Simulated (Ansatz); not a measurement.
Candidates (primitive cells; geometry: relaxed with this functional, without spin-orbit coupling):
A. PdSb (P6_3/mmc), a = b = 4.0886 Å, c = 5.5683 Å, α = β = 90.00°, γ = 120.00°
B. PdHg (P4/mmm), a = b = 3.013 Å, c = 3.735 Å, α = β = γ = 90.00°
C. LuPd (Pm-3m), a = b = c = 3.3917 Å, α = β = γ = 90.00°

Q: Put the candidates in order of electron-phonon coupling λ, highest first, for PBEsol, DFPT electron-phonon coupling, linearised Boltzmann equation (Ansatz, a quantum-chemistry and plane-wave program).

A: A (0.51), C (0.29), B (0.138)

Metals; harmonic phonons. Halving the electron mesh moves these values by up to 5 %; q meshes are mostly untested. Some of the runs warned that the eigensolver left states short of its tolerance. Spin-orbit coupling is left out.

Formula and space group known from diffraction (Crystallography Open Database), not checked to be the room-temperature form: LuPd (Pm-3m), PdHg (P4/mmm), PdSb (P6_3/mmc). The missing spin-orbit coupling matters most for LuPd (Pm-3m), PdHg (P4/mmm).
